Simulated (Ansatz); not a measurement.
Several settings converged on SiNi (R3, 8 atoms in the cell)

```
SiNi
1.0
    4.52621     0.00000     0.00000
    0.00000     4.52621     0.00000
    0.00000     0.00000     4.52621
Si Ni
4 4
Direct
  0.65317   0.15317   0.34683
  0.85321   0.85321   0.85321
  0.15317   0.34683   0.65317
  0.34683   0.65317   0.15317
  0.35050   0.85050   0.64950
  0.14950   0.14950   0.14950
  0.85050   0.64950   0.35050
  0.64950   0.35050   0.85050
```

Base method: LDA (PW92), default PAW files made with PBE (plane waves; Ansatz, a quantum-chemistry and plane-wave program).

Base settings: basis.ecutwfc = 420 eV; kpoints.mp_grid.grid = 5 5 5; hamiltonian.xc = lda; hamiltonian.pseudopotentials = {kind: paw} (the program's default PAW files); scf.occupations.method = gaussian; scf.occupations.width = 0.1 eV.

The count of work is k-points × plane waves × bands × iterations; it is no time. 

**The cutoff for other potential files**

Level: DFT, LDA (PW92), plane waves, harder PAW files (source: ansatz) made with PBE.

In this ladder: hamiltonian.pseudopotentials = {kind: paw, source: ansatz}.

The second cell is the first with its lattice scaled by 0.98.

The mesh stays at the base's, so the ladder's end is converged at best in this setting alone.

The first pressure column holds Ansatz's estimate of the finite-basis (Pulay) stress, which hides part of the cutoff error; the other is without it.

Only quantities that move along the ladder and can be compared are tabulated.

| basis.ecutwfc | free energy less the last step's (meV/atom) | energy of the compressed cell less the first (meV/atom) | pressure (GPa) | pressure without the Pulay estimate (GPa) | largest difference of a force vector from the last step's (eV/Å) | count of work / last |
|---|---|---|---|---|---|---|
| 415 eV | 4895.52 | -13.11 | -10.37 | -349.20 | 0.025 | 0.11 |
| 505 eV | 951.87 | -35.41 | -12.59 | -92.93 | 0.011 | 0.14 |
| 645 eV | 66.29 | -28.03 | -11.74 | -19.53 | 0.002 | 0.20 |
| 780 eV | 5.30 | -28.21 | -11.79 | -12.37 | 0.000 | 0.28 |
| 920 eV | 1.54 | -28.20 | -11.79 | -11.85 | 0.000 | 0.35 |
| 1105 eV | 0.73 | -28.21 | -11.80 | -11.83 | 0.000 | 0.47 |
| 1380 eV | 0.16 | -28.22 | -11.80 | -11.81 | 0.000 | 0.65 |
| 1840 eV | 0.00 | -28.22 | -11.80 | -11.80 | 0.000 | 1.0 |

Coarsest basis.ecutwfc that holds the free energy within 2 meV/atom of the last step, with all finer ones: 920 eV, at 0.35 of the last step's count of work; the step before is off by 5.3 meV/atom.

Coarsest basis.ecutwfc that holds the pressure without the Pulay estimate within 1 GPa of the last step, with all finer ones: 780 eV, at 0.28 of the last step's count of work; the step before is off by 7.7 GPa.

Coarsest basis.ecutwfc that holds the energy of the compressed cell less the first within 0.2 meV/atom of the last step, with all finer ones: 645 eV, at 0.20 of the last step's count of work; the step before is off by 7.2 meV/atom.

The energy difference between the two cells stays within 1 meV/atom of the last step's from 645 eV on, the total only from 1105 eV on: much of the error is common to both cells and cancels.

At the lowest cutoff the pressure without the Pulay estimate lies 337 GPa under the last step's, the usual sign of Pulay stress in an incomplete plane-wave basis.

**The density cutoff**

The second cell is the first with its lattice scaled by 0.98.

The mesh stays at the base's, so the ladder's end is converged at best in this setting alone.

Only quantities that move along the ladder and can be compared are tabulated.

| basis.ecutrho_ratio | free energy less the last step's (meV/atom) | energy of the compressed cell less the first (meV/atom) | pressure (GPa) |
|---|---|---|---|
| 2 | -3.37 | -28.89 | -11.45 |
| 3 | -0.07 | -28.16 | -11.78 |
| 4 | 0.00 | -28.16 | -11.79 |
| 5 | 0.00 | -28.16 | -11.79 |
| 6 | 0.00 | -28.16 | -11.79 |
| 8 | 0.00 | -28.16 | -11.79 |
| 10 | 0.00 | -28.16 | -11.79 |
| 12 | 0.00 | -28.16 | -11.79 |
| 16 | 0.00 | -28.16 | -11.79 |

Coarsest basis.ecutrho_ratio that holds the pressure within 0.05 GPa of the last step, with all finer ones: 3; the step before is off by 0.34 GPa.

Coarsest basis.ecutrho_ratio that holds the energy of the compressed cell less the first within 0.2 meV/atom of the last step, with all finer ones: 3; the step before is off by 0.74 meV/atom.

Coarsest basis.ecutrho_ratio that holds the free energy within 0.5 meV/atom of the last step, with all finer ones: 3; the step before is off by 3.4 meV/atom.

The energy difference between the two cells stays within 1 meV/atom of the last step's from 2 on, the total only from 3 on: much of the error is common to both cells and cancels.

**The relaxed cell against the cutoff**

On SiNi (P2_13, 8 atoms in the cell): atoms on their sites.

In this ladder: relax = cell and atoms.

The mesh stays at the base's, so the ladder's end is converged at best in this setting alone.

Only quantities that move along the ladder and can be compared are tabulated.

```tsv
basis.ecutwfc	relaxed volume (Å³/atom)	relaxation steps
295 eV	10.930	13
355 eV	10.879	7
420 eV	10.867	7
505 eV	10.868	5
630 eV	10.868	5
840 eV	10.868	5
```

Coarsest basis.ecutwfc that holds the relaxed volume within 0.054 Å³/atom of the last step, with all finer ones: 355 eV; the step before is off by 0.062 Å³/atom.

At the lowest cutoff the cell relaxes to a volume 0.6 % larger than at the highest. Ansatz relaxes on a stress corrected for the finite basis.

On the base run: the starting cell comes from a database of computed structures (which also holds hypothetical and non-ambient phases and stackings), without a prior relaxation at this level. Its lattice was rescaled by up to half a per cent. One atom was moved a little off its site on purpose. Spin polarisation is off.

Left out of this page: 2 runs of the series failed or unconverged.

Keys are those of Ansatz 0.2.
